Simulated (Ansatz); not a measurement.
# Response to strain in GaP

Consider GaP in the zinc blende structure (space group F-43m, No. 216; a = 5.391 Å). Axes: x, y, z lie along the cube axes.

Strains are applied to the cell and any free atomic positions relax.

Calculations: plane-wave PAW DFT at the LDA level (Ansatz, a program for electronic structure, 420 eV), no SOC.

Candidates:
(a) tensor shear ε_xy = +1.14 %
(b) tensor shear ε_xy = +0.86 %
(c) tensor shear ε_xy = +1.71 %

Base values:

| Property | Result |
|---|---|
| Band gap | 1.38 eV |

Question: Order them by band gap, lowest first.

Answer: (c) tensor shear ε_xy = +1.71 % (1.09 eV), (a) tensor shear ε_xy = +1.14 % (1.22 eV), (b) tensor shear ε_xy = +0.86 % (1.28 eV)

No phonon test of stability was made.
